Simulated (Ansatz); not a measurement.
Results of PBE0 (PAW; Ansatz, an electronic-structure program) for LiGeN (P6₃mc, No. 186, 6 atoms in the cell; start mp-1246087).

Numerical settings: plane-wave cutoff 460 eV, 9×9×4 k mesh (along the axes of the cell as run), Fermi–Dirac smearing 0.01 eV, scalar-relativistic PAW data made under PBE.

Cell (relaxed with PBEsol):

LiGeN has the hexagonal space group P6₃mc (No. 186), Pearson symbol hP6. Conventional cell: a = b = 2.9792 Å, c = 9.3218 Å, α = β = 90.00°, γ = 120.00°. Li on 2b sees 3 N at 2.158 Å (trigonal pyramidal). Ge on 2a sees 3 N at 1.982 Å (trigonal pyramidal). N on 2b is surrounded by 3 Ge at 1.982 Å and 3 Li at 2.158 Å (octahedral). (Neighbours: up to the widest gap in distance over summed covalent radii, below 1.35, at either atom; cation-cation and far metal-metal contacts left out.)

Question: Predict the band gap, smallest direct gap on the k points sampled and direct gap at Γ.

Answer: 
* **band gap**: 2.87 eV (indirect)
* **smallest direct gap on the k points sampled**: 3.91 eV
* **direct gap at Γ**: 4.97 eV

Note: cell and atoms aren't relaxed at this level (largest force component 0.45 eV/Å, pressure -0.8 GPa).

Spin–orbit coupling is not included.

Computed values are for the static lattice.

The result took around 9 core-minutes (rough).

A start named mp-… is a Materials Project structure, which need not be a measured phase.
